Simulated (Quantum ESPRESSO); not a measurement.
A self-consistent single point of SrB6 (Pm-3m, 7 atoms in the cell) with Quantum ESPRESSO.

Method of the run: PBEsol, GBRV 1.5 ultrasoft (PBESOL) pseudopotentials (plane waves; Quantum ESPRESSO).

The change in words: lattice scaled by 0.98. Reference geometry:
```yaml
crystal:
  lattice:
    - [4.19021, 0.00000, 0.00000]
    - [0.00000, 4.19021, 0.00000]
    - [0.00000, 0.00000, 4.19021]
  atoms:
    - { symbol: Sr, position: [0.00000, 0.00000, 0.00000] }
    - { symbol: B, position: [0.20314, 0.50000, 0.50000] }
    - { symbol: B, position: [0.79686, 0.50000, 0.50000] }
    - { symbol: B, position: [0.50000, 0.20314, 0.50000] }
    - { symbol: B, position: [0.50000, 0.79686, 0.50000] }
    - { symbol: B, position: [0.50000, 0.50000, 0.20314] }
    - { symbol: B, position: [0.50000, 0.50000, 0.79686] }
```

Reference input (self-consistent single point, DFT, PBEsol, plane waves, GBRV 1.5 ultrasoft (PBESOL) pseudopotentials): ecutwfc = 40 Ry; ecutrho = 200 Ry; occupations = smearing; smearing = fd; degauss = 0.0036749 Ry; potentials = {Sr: sr_pbesol_v1.uspp.F.UPF, B: b_pbesol_v1.4.uspp.F.UPF}; K_POINTS = automatic 5 5 5 0 0 0; conv_thr = 1e-08 Ry; mixing_beta = 0.3. This run's input differs from it in these lines:

```diff
@@ -27,8 +27,8 @@
 Sr    0.0000000000    0.0000000000    0.0000000000
-B     0.8511992594    2.0951050000    2.0951050000
-B     3.3390107406    2.0951050000    2.0951050000
-B     2.0951050000    0.8511992594    2.0951050000
-B     2.0951050000    3.3390107406    2.0951050000
-B     2.0951050000    2.0951050000    0.8511992594
-B     2.0951050000    2.0951050000    3.3390107406
+B     0.8341753148    2.0532030000    2.0532030000
+B     3.2722306852    2.0532030000    2.0532030000
+B     2.0532030000    0.8341753148    2.0532030000
+B     2.0532030000    3.2722306852    2.0532030000
+B     2.0532030000    2.0532030000    0.8341753148
+B     2.0532030000    2.0532030000    3.2722306852
 K_POINTS automatic
@@ -36,5 +36,5 @@
 CELL_PARAMETERS angstrom
-   4.1902100000     0.0000000000     0.0000000000
-   0.0000000000     4.1902100000     0.0000000000
-   0.0000000000     0.0000000000     4.1902100000
+   4.1064060000     0.0000000000     0.0000000000
+   0.0000000000     4.1064060000     0.0000000000
+   0.0000000000     0.0000000000     4.1064060000
```

Output (repeated stretches shortened):

```
     Self-consistent Calculation

     iteration #  1     ecut=    40.00 Ry     beta= 0.30

     negative rho (up, down):  6.221E-02 0.000E+00

     total energy              =    -108.41448404 Ry
     estimated scf accuracy    <       1.11663633 Ry

     iteration #  2     ecut=    40.00 Ry     beta= 0.30

     negative rho (up, down):  6.299E-02 0.000E+00

     total energy              =    -108.37015545 Ry
     estimated scf accuracy    <       0.20881162 Ry

     iteration #  3     ecut=    40.00 Ry     beta= 0.30

     negative rho (up, down):  6.397E-02 0.000E+00

     total energy              =    -108.42045793 Ry
     estimated scf accuracy    <       0.01560980 Ry

   [... 6 blocks of this kind left out ...]

     iteration # 10     ecut=    40.00 Ry     beta= 0.30

     negative rho (up, down):  6.431E-02 0.000E+00

     total energy              =    -108.42522299 Ry
     estimated scf accuracy    <       0.00000002 Ry

     iteration # 11     ecut=    40.00 Ry     beta= 0.30

     negative rho (up, down):  6.431E-02 0.000E+00
     End of self-consistent calculation

     the Fermi energy is     9.4595 ev

!    total energy              =    -108.42522299 Ry
     estimated scf accuracy    <          1.8E-09 Ry
     smearing contrib. (-TS)   =      -0.00050590 Ry
     internal energy E=F+TS    =    -108.42471710 Ry

     convergence has been achieved in  11 iterations

     negative rho (up, down):  6.431E-02 0.000E+00

     Forces acting on atoms (cartesian axes, Ry/au):

     atom    1 type  1   force =     0.00000000    0.00000000    0.00000000
     atom    2 type  2   force =    -0.01773192    0.00000000    0.00000000
     atom    3 type  2   force =     0.01773192    0.00000000    0.00000000
     atom    4 type  2   force =     0.00000000   -0.01773192    0.00000000
     atom    5 type  2   force =     0.00000000    0.01773192    0.00000000
   [... lines left out ...]
     Total force =     0.043434     Total SCF correction =     0.000046
   [... lines left out ...]

     negative rho (up, down):  6.431E-02 0.000E+00
          total   stress  (Ry/bohr**3)                   (kbar)     P=       83.82
   0.00056978   0.00000000   0.00000000           83.82        0.00        0.00
   0.00000000   0.00056978   0.00000000            0.00       83.82        0.00
   0.00000000   0.00000000   0.00056978            0.00        0.00       83.82

   JOB DONE.
```

The run converged in 11 iterations. Against the reference run the free energy rises by 12.0 meV/atom, the pressure goes from -1.76 to 8.38 GPa and the largest force goes from 0.064 to 0.456 eV/Å.

The starting cell comes from a database of computed structures (which also holds hypothetical and non-ambient phases and stackings), without a prior relaxation at this level. For this run, on top of that: lattice scaled by 0.98. With a pressure of about 8 GPa the cell is away from its equilibrium volume at this level.
